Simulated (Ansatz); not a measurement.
## ZnSe, response to strain

Base system: ZnSe in the zinc blende structure (space group F-43m, No. 216; a = 5.665 Å). Axes: x, y, z lie along the cube axes.

Strains are applied to the cell and any free atomic positions relax; under biaxial strain the out-of-plane vector relaxes too.

The values are results of r2SCAN in Ansatz (plane waves to 500 eV, PAW, no spin-orbit coupling), not measurements.

Notes on the quantities. energy relative to the base: free energy F; pressure: mean of the normal stresses, compression positive.

| variant | energy relative to the base | electron mass | band gap | pressure | volume per atom |
|---|---|---|---|---|---|
| base | 0 meV/atom | 0.12 mₑ (at Γ) | 1.87 eV | 0.00 GPa | 22.73 Å³ |
| biaxial strain −4.63 %, plane normal [001], relaxed out of plane | (withheld) | 0.13 mₑ (at Γ) | 1.86 eV | (withheld) | (withheld) |
| biaxial strain −1.58 %, plane normal [001], relaxed out of plane | +3.0 meV/atom | 0.13 mₑ (at Γ) | 1.88 eV | 0.91 GPa | 22.42 Å³ |
| biaxial strain +0.85 %, plane normal [110], relaxed out of plane | +1.3 meV/atom | – | 1.77 eV | -0.70 GPa | 22.98 Å³ |
| isotropic strain −1.54 % | +10 meV/atom | 0.13 mₑ (at Γ) | 2.07 eV | 3.37 GPa | 21.70 Å³ |
| isotropic strain −0.49 % | +1.0 meV/atom | 0.13 mₑ (at Γ) | 1.93 eV | 0.99 GPa | 22.40 Å³ |
| isotropic strain +0.87 % | +3.1 meV/atom | 0.12 mₑ (at Γ) | 1.76 eV | -1.60 GPa | 23.33 Å³ |
| isotropic strain +3.34 % | +42 meV/atom | 0.11 mₑ (at Γ) | 1.46 eV | -5.18 GPa | 25.09 Å³ |
| uniaxial strain ε_zz = −4.05 % | +11 meV/atom | 0.13 mₑ (at Γ) | 1.94 eV | 2.91 GPa | 21.81 Å³ |
| tensor shear ε_yz = +2.84 % | +9.5 meV/atom | – | 1.65 eV | 0.04 GPa | 22.71 Å³ |

Task: Some entries are withheld; estimate them.

Result: 
- biaxial strain −4.63 %, plane normal [001], relaxed out of plane, energy relative to the base: +27 meV/atom
- biaxial strain −4.63 %, plane normal [001], relaxed out of plane, pressure: 2.93 GPa
- biaxial strain −4.63 %, plane normal [001], relaxed out of plane, volume per atom: 21.76 Å³

A biaxial case was relaxed in a doubled cell and then solved in the primitive one. Masses are band curvatures over ±0.01 Å⁻¹ around the edge. No phonon test of stability was made.

Ansatz is a program for electronic structure.
